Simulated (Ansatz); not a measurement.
Results of LDA in Ansatz (PAW) for NbP (model structure, started from the WC type, P-6m2, No. 187, 2 atoms in the cell).

Run with plane-wave cutoff 520 eV, 18×18×18 k mesh, Fermi–Dirac smearing 0.05 eV, no spin polarisation, scalar-relativistic PAW data made under PBE.

Cell (relaxed at this level):

```
NbP
1.0
    3.27507     0.00000     0.00000
   -1.63753     2.83629     0.00000
    0.00000     0.00000     3.30469
Nb P
1 1
Direct
  0.00000   0.00000   0.00000
  0.66667   0.33333   0.50000
```

Question: Estimate the bulk modulus that the calculation returns.

Answer: 
- bulk modulus = 201 GPa

Note: the run has no spin polarisation, so it can have missed a magnetic state; the bulk modulus is −V dP/dV from two relaxed cells at ±2 % in volume; the relaxation could raise the start's symmetry but not lower it, so the cell can be a saddle point.

Computed values are for the static lattice.

It cost roughly 110 core-seconds of CPU time.

A model structure was made by putting elements into a prototype or built by hand; it is no filed structure, need not be a known phase, and can be a saddle point held by its symmetry.

Ansatz is a program for electronic structure.
